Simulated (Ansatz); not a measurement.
The reference is CoSi₂ (space group Fm-3m, No. 225; a = 5.315 Å; non-magnetic).

Structures relaxed with Ansatz (an electronic-structure program), r2SCAN, PAW, cutoff 500 eV, no spin-orbit coupling, earlier PAW set.

Base:

Simulated powder pattern, Co Kα, λ = 1.79026 Å (kinematic, ideal powder, no thermal factors, no anomalous dispersion; the 8 strongest lines at most, above 2 %, up to 2θ = 90°):

```tsv
2θ (°)	I/Imax (%)	hkl
33.92	82	(111)
56.90	100	(220)
67.92	31	(311)
84.71	16	(400)
```

Now apply this change: Ni takes the place of Co on all its sites, then cell and atoms are relaxed.

Task: How do the reflections move or split?

Result: 
Simulated powder pattern, Co Kα, λ = 1.79026 Å (kinematic, ideal powder, no thermal factors, no anomalous dispersion; the 8 strongest lines at most, above 2 %, up to 2θ = 90°):

| 2θ (°) | I/Imax (%) | hkl |
|---|---|---|
| 33.44 | 84 | (111) |
| 56.04 | 100 | (220) |
| 66.85 | 33 | (311) |
| 83.26 | 16 | (400) |

The indices refer to each structure's own conventional cell; one index is shown for lines that coincide.

Stability against distortions was not tested. Seeded moments were not kept for Co → Ni and the base. All final runs are without spin polarisation. An odd electron count without spin: CoSi2.
